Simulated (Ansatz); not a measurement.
System: Re (model structure, P-6m2, No. 187, 6 atoms in the cell). Method: PBEsol (PAW; Ansatz, a quantum-chemistry and plane-wave program).

Settings: plane-wave cutoff 520 eV, 24×24×4 k mesh (along the axes of the cell as run), Fermi–Dirac smearing 0.05 eV, no spin polarisation, scalar-relativistic PAW data made under PBE.

Cell (relaxed at this level):

```cif
data_Re6
_chemical_formula_sum 'Re6'
_space_group_name_H-M_alt 'P-6m2'
_space_group_IT_number 187
_space_group_name_Hall 'P -6 2'
_cell_length_a 2.75195
_cell_length_b 2.75195
_cell_length_c 13.31086
_cell_angle_alpha 90.000
_cell_angle_beta 90.000
_cell_angle_gamma 120.000
loop_
_atom_site_label
_atom_site_type_symbol
_atom_site_symmetry_multiplicity
_atom_site_Wyckoff_symbol
_atom_site_fract_x
_atom_site_fract_y
_atom_site_fract_z
_atom_site_occupancy
Re1 Re 2 g 0.00000 0.00000 0.33337 1
Re2 Re 2 h 0.33333 0.66667 0.16680 1
Re3 Re 1 a 0.00000 0.00000 0.00000 1
Re4 Re 1 f 0.66667 0.33333 0.50000 1
```

Problem. Estimate the bulk modulus that the calculation returns.

Solution. 
- bulk modulus = 392 GPa

Note: the run has no spin polarisation, so it can have missed a magnetic state; the bulk modulus is −V dP/dV from two relaxed cells at ±2 % in volume; the relaxation could raise the start's symmetry but not lower it, so the cell can be a saddle point.

Spin–orbit coupling is not included.

A model structure was made by putting elements into a prototype or built by hand; it is no filed structure, need not be a known phase, and can be a saddle point held by its symmetry.
